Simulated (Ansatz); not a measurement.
Abridged Ansatz (a quantum-chemistry and plane-wave program) output:

```
Relaxation: its limit of steps is 50 (relax.max_steps)
Pseudopotential: Mg, paw, valence charge 10
Crystal: 2 atoms, lattice volume = 44.402 Å³
Basis set: ecut = 420 eV, 869 PW (Γ), exchange–correlation on 48×48×72 points (8 copies of the dense FFT grid, shifted against one another)
Bands: 14, of which v1, the nominal top of the filled ones, is band 10 counted from 1 (9 counted from 0)
Symmetry: 24 space group operations
k-points: 288 of 4851
Functional: x = pbesol(κ = 0.804, μ = 0.12345679012345678), c = pbesol(β = 0.046)
SCF iter   1: F=—  HF=-3824.116218 eV  |F-HF|=—  |Δ(HF+E_count)|=         —  Δρ=2.09e-3  dr2=9.67e-4  ethr=1.77e-3  ⟨swp⟩=5.0  Hψ=20205  notcnv=0
SCF iter   2: F=—  HF=-3824.114945 eV  |F-HF|=—  |Δ(HF+E_count)|=   1.27e-3  Δρ=9.35e-4  dr2=2.66e-4  ethr=4.84e-6  ⟨swp⟩=2.5  Hψ=9272  notcnv=0
SCF 1 converged in 6 iterations: F = -3824.114838 eV  dr2 = 4.37e-11
relax step   1: F+E_penalty+E_count = -3824.11483809 eV  Δ(F+E_penalty+E_count) = +0.000e0 eV  max|allowed force component| = 1.388e-17 eV/Å  Δτ_max = 0.0000 Å  (6 SCF iters, accepted)
SCF converged after 6 iterations
Free energy (F): -3824.114838 eV
Internal energy: -3824.088970 eV  (E = F + TS)
E sigma→0 (E₀):  -3824.101904 eV
Entropy (-TS):   -0.025868 eV (-12.934 meV/atom)
Fermi energy:    5.885033 eV
--- Forces (eV/Å), atoms counted from 1 ---
  atom   1  Mg     0.00000000     0.00000000     0.00000000
  atom   2  Mg    -0.00000000    -0.00000000     0.00000000
--- Stress (GPa, compression-positive) ---
        0.580421       0.000000       0.000000
        0.000000       0.580421       0.000000
        0.000000       0.000000       0.569091
  P = ⅓ Tr σ = 0.5766 GPa (5.766 kbar)
--- Relaxed structure (1 steps of the walk, 1 accepted, 0 SCFs on fresh bases) ---
  atoms:
    - { symbol: Mg, position: [0.6666666666666666, 0.33333333333333337, 0.24999999999999997] }
    - { symbol: Mg, position: [0.3333333333333333, 0.6666666666666666, 0.7499999999999999] }
```

Question: What was computed, and what are the main results?

Answer: Mg, 2 atoms in the cell, with PBEsol (Ansatz; PAW; 420 eV plane waves; no spin-orbit coupling). The last SCF converged to F = -3824.114838 eV, or -1912.0574 eV per atom, at a pressure of 0.58 GPa. The total energy compares only with runs of the same code, potentials and settings.

The cells carry an imposed strain or load. No phonon test of stability was made. The cell was made from Mg in the hcp (Mg type) structure (space group P6_3/mmc, No. 194) by this change: isotropic strain −0.50 %.

Keys are those of Ansatz 0.2.
